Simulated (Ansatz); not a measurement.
SnTe: biaxial strain +0.42 %, plane normal [111], relaxed out of plane

Start from SnTe in the rock salt structure (space group Fm-3m, No. 225; a = 6.3697 Å). Axes: x, y, z lie along the cube axes.

Now apply this change: biaxial strain +0.42 %, plane normal [111], relaxed out of plane (Cartesian); in-plane vectors clamped, the third vector and the atoms free.

Level of theory: r2SCAN (Ansatz, an electronic-structure program; PAW; 500 eV plane waves; spin-orbit coupling left out). Γ-centred 13×13×13 mesh, Fermi–Dirac width 0.05 eV.

```tsv
quantity	base	changed	shift
space group	Fm-3m (No. 225)	R-3m (No. 166)	–
shortest interatomic distance	6.018 bohr	6.027 bohr	+0.009 bohr
energy relative to the base (free energy F)	0 meV/atom	+0.3 meV/atom	+0.3 meV/atom
band gap	0.13 eV	0.08 eV	-0.05 eV
gap character	–	indirect, L → T	–
smallest direct gap	0.13 eV	0.14 eV	+0.01 eV
valley order (the lowest conduction-band minima on the path, energy above the VBM, named in the base's zone)	L along ⟨111⟩ 0.13 eV; a point along ⟨110⟩, about 0.6 Å⁻¹ from Γ 0.63 eV; a point along ⟨100⟩, about 0.3 Å⁻¹ from Γ 1.00 eV	L along [111] 0.08 eV; L along [1-11] 0.14 eV; a point along [01-1], about 0.6 Å⁻¹ from Γ 0.65 eV; a point along [001], about 0.3 Å⁻¹ from Γ 1.00 eV	–
out-of-plane strain	–	-0.40 %	–
mean in-plane stress (compression positive)	–	-0.3 GPa	–
```

Final structure (turned so that z lies along the plane normal):

```yaml
crystal:
  lattice:
    - [4.52294, 0.00000, 0.00000]
    - [2.26147, 3.91698, 0.00000]
    - [2.26147, -1.30566, 3.66292]
  atoms:
    - { symbol: Sn, position: [0.00000, 0.00000, 0.00000] }
    - { symbol: Te, position: [0.00000, 0.50000, 0.50000] }
```

With Te present, leaving out spin-orbit coupling can change the band edges. Whether these cells are dynamically stable was not tested. A zero or small gap of SnTe can be the functional's error rather than a property of the material. Labels are those of the standard path for the cell's own space group.
